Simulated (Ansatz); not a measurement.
Consider SrTe in the rock salt structure (space group Fm-3m, No. 225; a = 6.719 Å).

Method: PBE, PAW, 420 eV (Ansatz, a quantum-chemistry and plane-wave program; scalar-relativistic without spin-orbit coupling).

Before the change:

| Quantity | Value |
|---|---|
| Hole mass | 0.16, 0.94, 0.94 mₑ (at Γ) |
| Valley order | X along ⟨100⟩ 1.78 eV; Γ 2.75 eV |
| Pressure | -0.1 kbar |

One thing is altered: the cell is scaled by 1.0050 in all directions; the atoms relax in the strained cell.

### Question
What happens to the hole mass, valley order and pressure?

### Answer
The hole mass (degenerate bands, along [100]) goes from 0.16, 0.94, 0.94 mₑ (at Γ) to 0.16, 0.95, 0.95 mₑ (at Γ); the valley order (the lowest conduction-band minima on the path, energy above the VBM, named in the base's zone) changes from X along ⟨100⟩ 1.78 eV; Γ 2.75 eV to X along ⟨100⟩ 1.82 eV; Γ 2.68 eV; the pressure decreases by 4.7 kbar to -4.8 kbar.

With Te present, leaving out spin-orbit coupling can change the band edges. The levels and masses belong to the bands next to the band gap. Masses are band curvatures over ±0.01 Å⁻¹ around the edge. No phonon test of stability was made.
